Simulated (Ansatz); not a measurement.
Start from PbSe in the rock salt structure (space group Fm-3m, No. 225).

```
CELL_PARAMETERS angstrom
      0.00000     3.08901     3.08901
      3.08901     0.00000     3.08901
      3.08901     3.08901     0.00000
ATOMIC_POSITIONS crystal
  Pb 0.00000 0.00000 0.00000
  Se 0.50000 0.50000 0.50000
```

Cartesian axes are those of the cell as printed.

Calculations: plane-wave PAW DFT at the r2SCAN level (Ansatz, a first-principles code, 500 eV), scalar-relativistic without spin-orbit coupling.

Before the change:

The band gap is 0.67 eV.

The change: compressive biaxial strain of 1.50 % in the plane normal to [001], as in epitaxy on a mismatched substrate; the out-of-plane cell vector and the atoms relax.

**Question.** Predict the new out-of-plane strain.

**Answer.** The out-of-plane strain amounts to +0.31 %.

**Question.** What does the calculation give for the band gap after the change?

**Answer.** The band gap shrinks by 0.101 eV, from 0.67 eV to 0.56 eV.

**Question.** What does the calculation give for the energy relative to the base after the change?

**Answer.** The energy rises by 6.0 meV/atom.

Spin-orbit coupling, missing from the scalar runs, can matter with Pb. No phonon test of stability was made.
